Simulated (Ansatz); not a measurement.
Start from ZnS in the wurtzite structure (space group P6_3mc, No. 186; a = 3.782 Å, c = 6.208 Å). Axes: x lies along a and z along c of the hexagonal cell.

Level of theory: PBEsol, PAW, 420 eV (Ansatz, a first-principles code; scalar-relativistic without spin-orbit coupling).

Now apply this change: an isotropic linear strain of +1.80 %, atoms relaxed at fixed cell.

Predict the stress tensor and what it implies for the stiffness.

Stress of the strained cell less that of the base (GPa, compression positive):
```
  -3.68    0.00    0.00
   0.00   -3.68    0.00
   0.00    0.00   -3.83
```

Then B = −ΔP/(ΔV/V₀) with ΔV/V₀ = 0.0550 gives secant stiffness values (nonlinear terms included at this strain): B (at held cell shape, above the free-shape value) ≈ 68 GPa.

As a check, the harmonic strain energy −½ V₀ Δσ:ε is 12 meV/atom; the computed energy rise is 13 meV/atom.

Whether these cells are dynamically stable was not tested.
